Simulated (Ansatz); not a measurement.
The starting structures come from a database of crystals and need not be the phases stable at ambient conditions.

By PBEsol, the system below comes out a metal.

Without scattering a metal conducts by its projected Fermi surface.

Here is the system:

```
YGe2
1.0
    3.99503     0.00000     0.00000
    0.00000    16.65223     0.00000
    1.99751     8.32611     1.99751
Y Ge
2 4
Direct
  0.00000   0.50000   0.00000
  0.50000   0.25000   0.00000
  0.50000   0.67201   0.00000
  0.00000   0.92201   0.00000
  0.00000   0.07799   0.00000
  0.50000   0.82799   0.00000
```

Space group of this cell: I4_1/amd. The cell is taken as given; by PBEsol its mean pressure is -3.4 GPa.

The current flows along the normal of the first two printed cell vectors, the (100) plane of the conventional cell. No spin-orbit coupling; the value is a mean over 0.1 eV about the Fermi level.

Task: Give the ballistic conductance per area that PBEsol (Ansatz, a quantum-chemistry and plane-wave program) yields.

Result: 0.41 × 10¹⁵ S/m² for both spins.
